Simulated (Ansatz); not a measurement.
Reference: GaP (F-43m), r2SCAN, rigid bands (plane waves, PAW, scalar-relativistic; Ansatz, an electronic-structure program); geometry: cell and atoms relaxed with PBEsol.

```cif
data_Ga4P4
_chemical_formula_sum 'Ga4 P4'
_space_group_name_H-M_alt 'F-43m'
_space_group_IT_number 216
_space_group_name_Hall 'F -4 2 3'
_cell_length_a 5.43887
_cell_length_b 5.43887
_cell_length_c 5.43887
_cell_angle_alpha 90.000
_cell_angle_beta 90.000
_cell_angle_gamma 90.000
loop_
_atom_site_label
_atom_site_type_symbol
_atom_site_symmetry_multiplicity
_atom_site_Wyckoff_symbol
_atom_site_fract_x
_atom_site_fract_y
_atom_site_fract_z
_atom_site_occupancy
Ga1 Ga 4 a 0.00000 0.00000 0.00000 1
P1 P 4 d 0.75000 0.75000 0.75000 1
```
(The calculation used a cell of 2 atoms; values per cell refer to that cell.)

* **band gap**: 1.84 eV
* **electron conductivity mass**: 0.34 mₑ
* **Seebeck coefficient, n-type 1e19 cm⁻³**: -328 μV/K

Replace Ga by B on the same sites and relax. What happens?

BP (F-43m): volume per atom 20.1 to 11.5 Å³; band gap falls (1.84 eV to 1.39 eV); electron conductivity mass falls (0.34 mₑ to 0.32 mₑ); Seebeck coefficient, n-type 1e19 cm⁻³ stays about the same (-328 μV/K to -336 μV/K).

Swap Ga for In, keeping the structure type. How do these values move?

InP (F-43m): volume per atom 20.1 to 25.4 Å³; band gap falls (1.84 eV to 1.11 eV); electron conductivity mass falls (0.34 mₑ to 0.089 mₑ); Seebeck coefficient, n-type 1e19 cm⁻³ falls in size (-328 μV/K to -58 μV/K).

Moves up to 5 % count as about the same. Masses are for dilute carriers at 300 K, harmonic means over directions unless an axis is named. Seebeck coefficients are for the stated density at 300 K, with one relaxation time for all states and whether or not that doping can be reached. Spin-orbit coupling is left out.
